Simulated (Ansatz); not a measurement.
**Bi: pressure series**

The parent structure is Bi in the A7 type structure (space group R-3m, No. 166; a = 4.5205 Å, c = 12.0283 Å (hexagonal axes); layered).

Cell and atoms are relaxed at each pressure.

Computed with Ansatz (a program for electronic structure) r2SCAN+rVV10, spin-orbit coupling left out.

Candidates:
(a) pressure −1 GPa
(b) pressure 9 GPa
(c) pressure 0.9 GPa

Base values:

| Quantity | Value |
|---|---|
| c/a ratio | 2.661 |

### Question
Order them by c/a ratio, highest first.

### Answer
(a) pressure −1 GPa (2.725), (c) pressure 0.9 GPa (2.624), (b) pressure 9 GPa (2.498)

Load acts through the strain it causes; cell and atoms are relaxed under it. Whether these cells are dynamically stable was not tested. Competing high-pressure phases were not computed.
